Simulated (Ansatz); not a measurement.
## GaSe, response to strain

The parent structure is GaSe in the beta-GaS type structure (space group P6_3/mmc, No. 194; a = 3.7690 Å, c = 15.9597 Å; layered, stacked along the Cartesian z axis). Axes: x lies along a and z along c of the hexagonal cell.

Strains are applied to the cell and any free atomic positions relax; under biaxial strain the out-of-plane vector relaxes too.

All numbers come from PBE-D3(BJ) (Ansatz, a program for electronic structure), no spin-orbit coupling.

Computed cases, in order: biaxial strain −2.15 %, plane normal [001], relaxed out of plane; the unstrained base; biaxial strain +0.48 %, plane normal [001], relaxed out of plane; biaxial strain +0.69 %, plane normal [001], relaxed out of plane.

**Question.** Between which two neighbouring cases does the gap turn between direct and indirect?

**Answer.** Between biaxial strain −2.15 %, plane normal [001], relaxed out of plane (1.22 eV, indirect, Γ → M) and the unstrained base (0.87 eV, direct at Γ). The whole series: biaxial strain −2.15 %, plane normal [001], relaxed out of plane: 1.22 eV, indirect, Γ → M; the unstrained base: 0.87 eV, direct at Γ; biaxial strain +0.48 %, plane normal [001], relaxed out of plane: 0.76 eV, direct at Γ; biaxial strain +0.69 %, plane normal [001], relaxed out of plane: 0.71 eV, direct at Γ.

Whether these cells are dynamically stable was not tested.
